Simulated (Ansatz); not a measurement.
Consider MgO in the rock salt structure (space group Fm-3m, No. 225; a = 4.2537 Å).

It is then changed as follows: cell and atoms relaxed at a pressure of 75 GPa.

Levels (all Ansatz, an electronic-structure program, PAW): PBE (420 eV, without spin-orbit coupling); PBE+SOC (420 eV, with spin-orbit coupling).

The geometry is relaxed with PBE.

| Item | Value |
|---|---|
| PBE electron mass | 0.44 mₑ (at Γ) |
| PBE lowest conduction level above the VBM at special points | Γ 7.60 eV; X 9.33 eV; L 9.63 eV; U 11.27 eV |

Question: How does going to PBE+SOC change the hole mass, electron mass and lowest conduction level above the VBM at special points?

Answer: The hole mass (degenerate bands, along [100]) amounts to 0.60, 1.8 mₑ (at Γ); the electron mass stays 0.44 mₑ (at Γ); the lowest conduction level above the VBM at special points changes from Γ 7.60 eV; X 9.33 eV; L 9.63 eV; U 11.27 eV to Γ 7.58 eV; X 9.32 eV; L 9.61 eV; U 11.25 eV. The threefold valence maximum splits by Δso ≈ 41 meV.

Single points use the geometry relaxed with PBE. The spin-orbit shifts are approximate. The levels and masses belong to the bands next to the band gap. Load acts through the strain it causes; cell and atoms are relaxed under it. Masses are band curvatures over ±0.01 Å⁻¹ around the edge. Stability against distortions was not tested. No other phases were tried under pressure.
